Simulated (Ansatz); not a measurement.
Here is the system:

```
Cu3N
1.0
    3.88590     0.00000     0.00000
    0.00000     3.88590     0.00000
    0.00000     0.00000     3.88590
N Cu
1 3
Direct
  0.00000   0.00000   0.00000
  0.50000   0.00000   0.00000
  0.00000   0.00000   0.50000
  0.00000   0.50000   0.00000
```

No spin polarisation.

Level of theory: Kohn–Sham DFT with the PBE functional, run in Ansatz (a program for electronic structure) with PAW and 420 eV plane waves, scalar-relativistic without spin-orbit coupling. k-mesh 9×9×9 (Γ-centred); smearing 0.05 eV (Fermi–Dirac).

Task: Predict the space group, hole mass, band gap and pressure.

Result: The space group is Pm-3m (No. 221) and the hole mass (degenerate bands, along [100]) is 0.17, 0.17, 2.2 mₑ (at R). The band gap comes out as 0.37 eV and the pressure is -4.79 GPa.

The cells carry an imposed strain or load. Effective masses come from finite differences of ±0.01 Å⁻¹. Whether these cells are dynamically stable was not tested. The final runs are not spin-polarised. The cell was made from Cu₃N (space group Pm-3m, No. 221) by this change: isotropic strain +1.54 %.
